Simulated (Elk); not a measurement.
Band structure of Rb₃Zn (I4/mmm, 4 atoms in the cell).

```yaml
crystal:
  lattice:
    - [-3.13969, 3.13969, 6.31754]
    - [3.13969, -3.13969, 6.31754]
    - [3.13969, 3.13969, -6.31754]
  atoms:
    - { symbol: Rb, position: [0.75000, 0.25000, 0.50000] }
    - { symbol: Rb, position: [0.25000, 0.75000, 0.50000] }
    - { symbol: Rb, position: [0.50000, 0.50000, 0.00000] }
    - { symbol: Zn, position: [0.00000, 0.00000, 0.00000] }
```

Method of the run: LDA (PW92), all-electron FP-LAPW, Elk's shipped species files, default APW+lo basis (Elk).

Settings: xctype = 3; rgkmax = 7; stype = 0; swidth = 0.00999582 Ha; ngridk = 5 5 5.

The starting cell comes from a database of computed structures (which also holds hypothetical and non-ambient phases and stackings), without a prior relaxation at this level. Values depend on the basis (sphere radii, cutoffs, local orbitals), which need not be converged.

Levels in eV from the Fermi level, bands 19 to 26:
| point | 19 | 20 | 21 | 22 | 23 | 24 | 25 | 26 |
|---|---|---|---|---|---|---|---|---|
| Γ | -7.17 | -7.17 | -3.90 | -0.61 | 0.53 | 0.93 | 0.93 | 1.51 |
| X | -7.18 | -7.18 | -3.42 | -0.53 | 0.24 | 0.37 | 0.47 | 0.50 |
| Y | -7.18 | -7.17 | -3.43 | -0.41 | -0.24 | -0.13 | 0.85 | 1.26 |
| S | -7.18 | -7.17 | -3.49 | -0.81 | -0.77 | 0.97 | 1.14 | 1.75 |
| Z | -7.18 | -7.18 | -3.61 | -1.40 | 0.22 | 1.12 | 1.12 | 1.22 |
| S1 | -7.18 | -7.17 | -3.49 | -0.81 | -0.77 | 0.97 | 1.14 | 1.75 |
| N | -7.18 | -7.17 | -3.50 | -1.14 | 0.17 | 0.47 | 0.92 | 1.59 |
| P | -7.18 | -7.18 | -3.42 | -0.28 | -0.28 | 0.14 | 0.71 | 1.42 |
| Y1 | -7.18 | -7.17 | -3.43 | -0.41 | -0.24 | -0.13 | 0.85 | 1.26 |

Bands cross the Fermi level along this path, so the cell is metallic at this level.
